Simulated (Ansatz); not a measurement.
## How far to go with the k-point mesh at a smearing width of 0.3 eV: Au (Fm-3m, 1 atom in the cell)

```
Au
1.0
    0.00000     2.03388     2.03388
    2.03388     0.00000     2.03388
    2.03388     2.03388     0.00000
Au
1
Direct
  0.00000   0.00000   0.00000
```

Level of theory: PBEsol, default PAW files made with PBE (plane waves; Ansatz, an electronic-structure program).

Base settings: basis.ecutwfc = 420 eV; kpoints.mp_grid.grid = 14 14 14; hamiltonian.xc = pbesol; hamiltonian.pseudopotentials = {kind: paw} (the program's default PAW files); scf.occupations.method = fermi_dirac; scf.occupations.width = 0.1 eV.

In this ladder: scf.occupations.width = 0.3 eV.

Only quantities that move along the ladder and can be compared are tabulated.

The count of work is k-points × plane waves × bands × iterations; it is no time. 

The starting cell has typed, rounded lattice constants, without a prior relaxation at this level. Its lattice was rescaled by up to half a per cent. Ansatz's pressure includes its estimate of the finite-basis (Pulay) stress.

Steps (kpoints.mp_grid.grid): 5 5 5; 6 6 6; 7 7 7; 9 9 9; 10 10 10; 13 13 13; 15 15 15; 18 18 18; 22 22 22; 27 27 27; 33 33 33.

Q: What is the coarsest kpoints.mp_grid.grid that holds the free energy within 1 meV/atom of the last step, with all finer ones?

A: 13 13 13, at 0.087 of the last step's count of work; the step before is off by 4.9 meV/atom.

Q: What is the coarsest kpoints.mp_grid.grid that holds the pressure within 0.1 GPa of the last step, with all finer ones?

A: 13 13 13, at 0.087 of the last step's count of work; the step before is off by 0.16 GPa.

```tsv
kpoints.mp_grid.grid	free energy less the last step's (meV/atom)	pressure (GPa)	count of work / last
5 5 5	-108.85	0.74	0.010
6 6 6	48.13	3.40	0.017
7 7 7	-31.36	1.68	0.021
9 9 9	-8.19	2.08	0.036
10 10 10	4.94	2.43	0.049
13 13 13	-0.48	2.23	0.087
15 15 15	-0.04	2.26	0.12
18 18 18	-0.06	2.27	0.20
22 22 22	-0.03	2.27	0.34
27 27 27	0.00	2.27	0.58
33 33 33	0.00	2.27	1.0
```

Keys are those of Ansatz 0.2.
